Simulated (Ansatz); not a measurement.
Os, pressure series

Base system: Os in the hcp (Mg type) structure (space group P6_3/mmc, No. 194; a = 2.729 Å, c = 4.306 Å).

Cell and atoms are relaxed at each pressure.

Computed with DFT with PBEsol, PAW potentials and a 420 eV plane-wave cutoff in Ansatz (a quantum-chemistry and plane-wave program), no spin-orbit coupling.

Notes on the quantities. enthalpy: H = E + PV relative to the base's energy.

| variant | shortest interatomic distance | enthalpy |
|---|---|---|
| base | 2.668 Å | – |
| pressure −2 GPa | 2.672 Å | -0.17 eV/atom |
| pressure −1 GPa | 2.670 Å | -0.09 eV/atom |
| pressure 3 GPa | 2.662 Å | +0.26 eV/atom |
| pressure 7 GPa | 2.655 Å | +0.60 eV/atom |
| pressure 15 GPa | 2.641 Å | +1.28 eV/atom |
| pressure 30 GPa | 2.617 Å | +2.52 eV/atom |
| pressure 50 GPa | 2.590 Å | +4.13 eV/atom |
| pressure 75 GPa | 2.561 Å | +6.07 eV/atom |
| pressure 100 GPa | 2.535 Å | +7.94 eV/atom |

Load acts through the strain it causes; cell and atoms are relaxed under it. Stability against distortions was not tested. Competing high-pressure phases were not computed. All final runs are without spin polarisation.
